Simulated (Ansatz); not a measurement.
Base system: YN in the rock salt structure (space group Fm-3m, No. 225; a = 4.856 Å).

The values are results of PBEsol (Ansatz, a quantum-chemistry and plane-wave program; PAW; 420 eV plane waves; no spin-orbit coupling), not measurements.

For the base:

| Quantity | Result |
|---|---|
| Width of the top valence band | 2.32 eV |
| Hole mass | 0.16, 0.99, 0.99 mₑ (at Γ) |

Perturbation: every lattice vector is stretched by 3.00 %, atoms relaxed at fixed cell.

Q: Estimate the effect on the width of the top valence band.

A: The width of the top valence band shrinks by 0.23 eV (2.32 eV → 2.09 eV).

Q: Predict the new mean gap deformation potential ΔEg/Δln V.

A: The mean gap deformation potential ΔEg/Δln V comes out as +1.7 eV.

Q: How does this affect the hole mass?

A: The hole mass (degenerate bands, along [100]) goes from 0.16, 0.99, 0.99 mₑ (at Γ) to 0.16, 1.0, 1.0 mₑ (at Γ).

Q: What does the calculation give for the energy relative to the base after the change?

A: The energy increases by 56 meV/atom.

The cells carry an imposed strain or load. Effective masses come from finite differences of ±0.01 Å⁻¹. Stability against distortions was not tested. The zero or small gap of YN can change with the level of theory.
